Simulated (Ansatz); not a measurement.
Ir under a change: uniaxial stress, 8 GPa tension along x

Consider Ir in the fcc (Cu type) structure (space group Fm-3m, No. 225; a = 3.8444 Å). Axes: x, y, z lie along the cube axes.

Perturbation: uniaxial stress, 8 GPa tension along x; all other stress components relax to zero.

All numbers come from r2SCAN/PAW in Ansatz (a quantum-chemistry and plane-wave program), no spin-orbit coupling. Γ-centred 21×21×21 mesh, Fermi–Dirac width 0.05 eV.

Volume per atom: 14.31 Å³ (base 14.20 Å³)
Space group: I4/mmm (No. 139) (base Fm-3m (No. 225))
Shortest interatomic distance: 2.707 Å (base 2.718 Å)
Energy relative to the base (free energy F): +5.8 meV/atom
Band gap: zero (base zero)
Strain response (xx, yy, zz): (+1.63, −0.44, −0.44) % (rough)

Final structure:

```
Ir
1.0
    0.00000     1.91383     1.91383
    1.95359     0.00000     1.91383
    1.95359     1.91383     0.00000
Ir
1
Direct
  0.00000   0.00000   0.00000
```

Cost of the whole job for the changed cell (relaxation, final SCF and bands): roughly 60 core-seconds.

Without a gap, meshes like the base's 21×21×21 leave anisotropic stresses uncertain by several tenths of a GPa, and small strain energies with them. Beyond what the load breaks, stability against distortions was not tested. The final runs are not spin-polarised.
